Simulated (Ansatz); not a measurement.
**Effect of Se → W on ZnSe**

Take ZnSe in the zinc blende structure (space group F-43m, No. 216; a = 5.634 Å) as the base.

Now apply this change: full substitution Se → W, then cell and atoms are relaxed.

Level of theory: PBEsol in Ansatz (plane waves to 420 eV, PAW, no spin-orbit coupling). Settings: 15×15×15 k-points, 0.05 eV Fermi–Dirac smearing, for the changed cell.

| quantity | base | changed | shift |
|---|---|---|---|
| lattice parameter a | 5.634 Å | 5.503 Å | -0.1302 Å |
| space group | F-43m (No. 216) | F-43m (No. 216) | – |
| shortest interatomic distance | 2.439 Å | 2.383 Å | -0.056 Å |
| band gap | 1.24 eV | zero | – |

Final structure:

```
CELL_PARAMETERS angstrom
      0.00000     2.75164     2.75164
      2.75164     0.00000     2.75164
      2.75164     2.75164     0.00000
ATOMIC_POSITIONS crystal
  W  0.25000 0.25000 0.25000
  Zn 0.00000 0.00000 0.00000
```

No phonon test of stability was made. As relaxed here, ZnW is a hypothetical phase, not in the database extracts checked. All final runs are without spin polarisation.

Ansatz is a quantum-chemistry and plane-wave program.
